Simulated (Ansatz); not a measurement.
This concerns the energy of the reaction as written. Reaction: 4 Y (hcp) + 12 Si (diamond) + 4 H2 (gas) → cell A. Negative: the products are lower in energy.

Cell A: a stack of composition Y4Si12H8 built on Si (diamond, Fd-3m) (111), with 12 atoms on that crystal's sites, 24 atoms, hexagonal cell of 3.87 Å (13.0 Å²), symmetry P3m1, 29.8 Å thick under 17 Å of vacuum, in-plane vectors held at the crystal's, which may strain the added film; planes from bottom to top: H | Si × 12 | Y | H × 2 | Y | H × 2 | Y | H × 2 | Y | H, its two faces unlike (dipole correction applied); spin state with PBE: run without spin, k-point mesh 14×14×1.
```xyz
24
Lattice="3.8679 0.0000 0.0000 1.9339 3.3497 0.0000 0.0000 0.0000 46.3263" Properties=species:S:1:pos:R:3 pbc="T T T"
H      3.8679     2.2331     8.1085
Si     3.8679     2.2331     9.6134
Si     0.0000     0.0000    10.3747
Si     0.0000     0.0000    12.7397
Si     1.9339     1.1166    13.5294
Si     1.9339     1.1166    15.8970
Si     3.8679     2.2331    16.6852
Si     3.8679     2.2331    19.0536
Si     0.0000     0.0000    19.8413
Si     0.0000     0.0000    22.2108
Si     1.9339     1.1166    22.9880
Si     1.9339     1.1166    25.3410
Si     3.8679     2.2331    26.2643
Y      1.9339     1.1166    28.3426
H      0.0000     0.0000    28.9564
H      1.9339     1.1166    30.5697
Y      0.0000     0.0000    31.2258
H      3.8679     2.2331    31.9465
H      0.0000     0.0000    33.4742
Y      3.8679     2.2331    34.1961
H      1.9339     1.1166    34.8710
H      3.8679     2.2331    36.4839
Y      1.9339     1.1166    37.0409
H      0.0000     0.0000    37.8946
```

Reference: Y (hcp, P6₃/mmc), 2 atoms in the cell, k-point mesh 24×24×10 on the run's own vectors. Conventional cell: a = 3.652 Å, b = 3.652 Å, c = 5.700 Å, α = 90.00°, β = 90.00°, γ = 120.00°.

Reference: Si (diamond, Fd-3m), 2 atoms in the cell, a perfect crystal on lattice vectors that match the other cells', k-point mesh 14×14×15 on the run's own vectors.

Reference: an isolated H2 molecule (singlet) in a box of 11 × 11 × 13 Å.

Plane-wave PAW calculations with Ansatz (a program for electronic structure), its default PAW set, cutoff 420 eV, 500 eV for r2SCAN. The structures are at rest with PBE, within the held lattices; other levels are single points on them. Neutral cells; Fermi-Dirac smearing of at most 0.10 eV in the solids, energies taken to zero width. The lattices are those relaxed with PBE or held as stated, so at other levels the solids can be strained, which adds to the spread. Larger cells are relaxed from a start prepared with the learned potential CHGNet till forces fall under 0.03 eV/Å, which some starts already meet. A dispersion term (D3(BJ), or D4 for r2SCAN) was computed beside these levels and is taken off wherever the name lacks it. No zero-point or thermal terms. Cells are local rest points, mostly with their start's symmetry. Values are for these cell sizes. Cell A has symmetry P3m1 and got no random move, so less symmetric positions, which may lie lower, weren't tried.

Question: Give the value at the level PBE.

Answer: -7.03 eV, for 4 Y (hcp) + 12 Si (diamond) + 4 H2 (gas) → cell A.

Question: How does the value move with the functional?

Answer: 
```tsv
Level	value (eV)	less PBE
r2SCAN	-8.05	-1.02
```

The levels span 1.02 eV, from r2SCAN (-8.05) to PBE (-7.03).
